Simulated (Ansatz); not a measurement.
## Amorphous Si$_{28}$C$_{28}$H$_{10}$

It comes from a melt-quench run on a machine-learned potential (CHGNet), relaxed afterwards by DFT. The hot cell started wider than the set density and was brought back towards it in steps. It is the lowest in DFT energy of 2 quenches. It is a model cell: composition and starting density were chosen by hand, and all elements were melted together. No dispersion term was used.

Method: PBE, scalar-relativistic without spin-orbit coupling (plane waves to 420 eV, PAW; Ansatz, a first-principles code). Geometry, pressure, stress and energy are those of the PBE run. Its sampling: a 2×2×2 Γ-centred mesh; Fermi-Dirac width 0.05 eV; no spin polarisation. The levels at the Fermi energy are partly filled. A closed spacing in one fast-quenched cell at PBE doesn't show the material to be a metal.

The number of atoms in the cell is 66 and the density (held, not predicted) comes out as 2.50 g/cm^3. The volume per atom is 11.40 Å^3 and the pressure on a 2×2×2 Γ-centred mesh is 4.18 GPa. The largest force and stress component on that mesh (the relaxation ran on one k-point at (1/4, 1/4, 1/4)) is 0.25 eV/Å and 6.4 GPa. The energy relative to 6H silicon carbide + CH4 gas + silicon (lowest mix at this level among the phases computed, not always the ambient ones) is 0.656 eV/atom and the gap on a 2×2×2 Γ-centred mesh (PBE) is within the smearing (under twice its width).

Cut-offs for bonds: Si-Si 2.68 Å, Si-C 2.26 Å, Si-H 1.70 Å, C-C 1.74 Å, C-H 1.32 Å, H-H 0.90 Å.

Mean coordination of Si: 4.29 (1 with 2, 1 with 3, 17 with 4, 7 with 5, 2 with 6)
Mean coordination of C: 3.79 (6 with 3, 22 with 4)
Mean coordination of H: 1.00 (10 with 1)
Mean Si-C bond: 1.920 Å (spread 0.068 Å, 67 counted)
Mean Si-Si bond: 2.433 Å (spread 0.095 Å, 25 counted)

Its density started from a set value of 2.50 g/cm³. The quench (nominally 370 K/ps over its main leg) was far faster than any real one, so the model tends to hold more defects than a real film. One small periodic cell is one sample of the glass; other quenches scatter about these values. The volume was held where the preparation left it, at a PBE pressure of 4.2 GPa. Stress components on the final sampling reach 6.4 GPa. On a 2×2×2 Γ-centred mesh force components of up to 0.25 eV/Å stay, since the relaxation ran on one k-point at (1/4, 1/4, 1/4).
